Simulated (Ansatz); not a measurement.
The reference is TiC in the rock salt structure (space group Fm-3m, No. 225).

```
TiC
1.0
    0.00000     2.16390     2.16390
    2.16390     0.00000     2.16390
    2.16390     2.16390     0.00000
C Ti
1 1
Direct
  0.00000   0.00000   0.00000
  0.50000   0.50000   0.50000
```

Cartesian axes are those of the cell as printed.

Level of theory: r2SCAN, PAW, 500 eV (Ansatz, a program for electronic structure; without spin-orbit coupling).

Strains are applied to the cell and any free atomic positions relax; under biaxial strain the out-of-plane vector relaxes too.

One change was made to it. Results:

The pressure (mean of the normal stresses, compression positive) goes from zero to 8.8 GPa; the energy goes up by 17 meV/atom; the volume per atom falls by 0.315 Å³ (10.13 Å³ → 9.82 Å³).

Question: Which of these changes matches the shifts?
(A) biaxial strain −0.84 %, plane normal [001], relaxed out of plane
(B) biaxial strain −2.13 %, plane normal [111], relaxed out of plane
(C) isotropic strain +5.97 %
(D) isotropic strain −2.38 %
(E) uniaxial strain ε_zz = −2.15 %

Answer: B, biaxial strain −2.13 %, plane normal [111], relaxed out of plane. For comparison, the energy relative to the base in the other runs: isotropic strain +5.97 % gives +0.224 eV/atom; biaxial strain −0.84 %, plane normal [001], relaxed out of plane gives +2.7 meV/atom; isotropic strain −2.38 % gives +45 meV/atom; uniaxial strain ε_zz = −2.15 % gives +8.4 meV/atom.

Without a gap, meshes like the base's 18×18×18 leave anisotropic stresses uncertain by several tenths of a GPa, and small strain energies with them. No phonon test of stability was made. The final runs are not spin-polarised.
